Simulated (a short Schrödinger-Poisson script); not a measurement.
Solved with a short Schrödinger-Poisson script written for these runs: one-band effective-mass equation with BenDaniel-Duke matching, electrons, heavy and light holes apart, hard walls at the outer ends, one valence edge for both holes (no strain splitting), no charge, excitons, band mixing or non-parabolicity; under a field the levels are quasi-bound states of a box, listed while three quarters of their weight lies within 4 nm of the wells.

System: single GaAs/Al0.25Ga0.75As quantum well.

From the first side: 20 nm Al0.25Ga0.75As; 5 nm GaAs; 20 nm Al0.25Ga0.75As.

The device is made up for the run: typed textbook-type constants, with dimensions and the other settings drawn at random. GaAs: direct gap (eV) 1.424, conduction-band edge (eV) 0, electron mass (mₑ) 0.067, heavy-hole mass 0.377, light-hole mass 0.09. Al0.25Ga0.75As: direct gap (eV) 1.736, conduction-band edge (eV) 0.198, electron mass (mₑ) 0.0878, heavy-hole mass 0.402, light-hole mass 0.1125.

The valence-band edge of each layer lies one gap below its conduction-band edge. The electron's potential energy rises along the stack by the applied field. Mesh 0.03 nm at interfaces.

Problem. Give the hh1 − lh1 (meV); the squared e1-hh1 overlap at zero applied field; the e1-hh1 transition at zero applied field (eV).

Solution. hh1 − lh1 (meV): 25.8; squared e1-hh1 overlap at zero applied field: 0.95; e1-hh1 transition at zero applied field (eV): 1.514. Excitons are left out, and strain enters only through the typed gaps and offsets, so measured lines lie elsewhere.
